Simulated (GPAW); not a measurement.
GPAW is run on Mg₆AlSb (Amm2, 8 atoms in the cell), and the run fails. The aim is a self-consistent single point with DFT PBEsol, plane waves, GPAW PAW datasets PBEsol (made by gpaw-setup).

Cell that was meant: a = 5.2695 Å, b = 6.2764 Å, c = 6.2764 Å, α = 59.65°, β = 90.00°, γ = 90.00°.

Part of the input:

```python
              cell=[[5.269519, 0.000000, 0.000000],
                    [0.000000, 3.121530, 5.445152],
                    [0.000000, -3.121530, 5.445152]],
              positions=[[0.000000, 0.334550, 0.835490],
                         [0.000000, 0.835490, 0.334550],
                         [0.000000, 0.331440, 0.331440],
                         [0.500000, 0.159930, 0.665710],
                         [0.500000, 0.665710, 0.159930],
                         [0.500000, 0.167700, 0.167700],
                         [0.000000, 0.842060, 0.842060],
                         [0.500000, 0.663130, 0.663130]],
              pbc=True)

calc = GPAW(mode={'name': 'pw', 'ecut': 800},
```

The program printed (abridged):

```
Input parameters:
  convergence: {forces: 0.001}
  kpts: [3 3 3]
  maxiter: 120
  mode: {ecut: 800,
         name: pw}
  nbands: -14
  occupations: {name: methfessel-paxton,
                order: 0,
                width: 0.05}
  symmetry: {symmorphic: False,
             tolerance: 0.0005}
  xc: PBEsol

species:
  Mg:
    name: Magnesium
    Z: 12.0
   [... lines left out ...]
  Backend: pulay
  Linear mixing parameter: 0.05
  old densities: 5
  Damping of long wavelength oscillations: 50

Hamiltonian:
  XC and Coulomb potentials evaluated on a 70*84*84 grid
  External potential:
    NoExternalPotential

XC parameters: PBEsol with 2 nearest neighbor stencil

Number of atoms: 8
Number of atomic orbitals: 61
Number of bands in calculation: 53
Number of valence electrons: 78
Bands to converge: occupied

Density initialized from atomic densities
  53 bands from LCAO basis set

Atomic positions and initial magnetic moments

Positions:
   0 Mg     0.000000    0.334550    0.835490    ( 0.0000,  0.0000,  0.0000)
   1 Mg     0.000000    0.835490    0.334550    ( 0.0000,  0.0000,  0.0000)
   2 Mg     0.000000    0.331440    0.331440    ( 0.0000,  0.0000,  0.0000)
   3 Mg     0.500000    0.159930    0.665710    ( 0.0000,  0.0000,  0.0000)
   4 Mg     0.500000    0.665710    0.159930    ( 0.0000,  0.0000,  0.0000)
   5 Mg     0.500000    0.167700    0.167700    ( 0.0000,  0.0000,  0.0000)
   6 Al     0.000000    0.842060    0.842060    ( 0.0000,  0.0000,  0.0000)
   7 Sb     0.500000    0.663130    0.663130    ( 0.0000,  0.0000,  0.0000)

Unit cell:
           periodic     x           y           z      points  spacing
  1. axis:    yes    5.269519    0.000000    0.000000    35     0.1506
  2. axis:    yes    0.000000    3.121530    5.445152    42     0.1290
  3. axis:    yes    0.000000   -3.121530    5.445152    42     0.1290

  Lengths:   5.269519   6.276434   6.276434
  Angles:   59.648513  90.000000  90.000000

Effective grid spacing dv^(1/3) = 0.1426

Traceback (most recent call last):
   [... frames left out ...]
numpy.linalg.LinAlgError: The leading minor of order 93 of B is not positive definite. The factorization of B could not be completed and no eigenvalues or eigenvectors were computed.

The above exception was the direct cause of the following exception:

Traceback (most recent call last):
   [... frames left out ...]
ValueError: Too few plane waves or grid points
```

**Question.** From the messages shown, name the fault and mend the input.

**Answer.** The fault is this: fractional coordinates typed as Cartesian; here the program stops on it instead of giving results. To fix it, make label and numbers agree, by changing either. The program stopped with an error.

The sound input it was made from differs as follows (other fixes are possible):
```diff
-              positions=[[0.000000, 0.334550, 0.835490],
-                         [0.000000, 0.835490, 0.334550],
-                         [0.000000, 0.331440, 0.331440],
-                         [0.500000, 0.159930, 0.665710],
-                         [0.500000, 0.665710, 0.159930],
-                         [0.500000, 0.167700, 0.167700],
-                         [0.000000, 0.842060, 0.842060],
-                         [0.500000, 0.663130, 0.663130]],
+              positions=[[0.000000, -1.563699, 6.371046],
+                         [0.000000, 1.563699, 6.371046],
+                         [0.000000, -0.000000, 3.609482],
+                         [2.634759, -1.578807, 4.495735],
+                         [2.634759, 1.578807, 4.495735],
+                         [2.634759, -0.000000, 1.826304],
+                         [0.000000, 0.000000, 9.170289],
+                         [2.634759, -0.000000, 7.221687]],
```

With that input, the run converged in 20 iterations: free energy E − TS (from the program's reference atoms) -20.4706 eV; Fermi level (on the code's own zero) 4.76 eV; pressure -1.57 GPa; largest force (vector length) 0.097 eV/Å (DFT PBEsol, plane waves, GPAW PAW datasets PBEsol (made by gpaw-setup)).

On the sound input: the starting cell comes from a database of computed structures (which also holds hypothetical and non-ambient phases and stackings), without a prior relaxation at this level. Its lattice was rescaled by a random factor within 2.5 % of one. Spin-orbit coupling is off. The run gives no clean gap (levels at the Fermi energy touch, overlap or are partly filled at this smearing), which alone does not show that the compound is a metal. Without a gap this mesh is coarse (it stands for a supercell whose shortest vector is 16 Å).
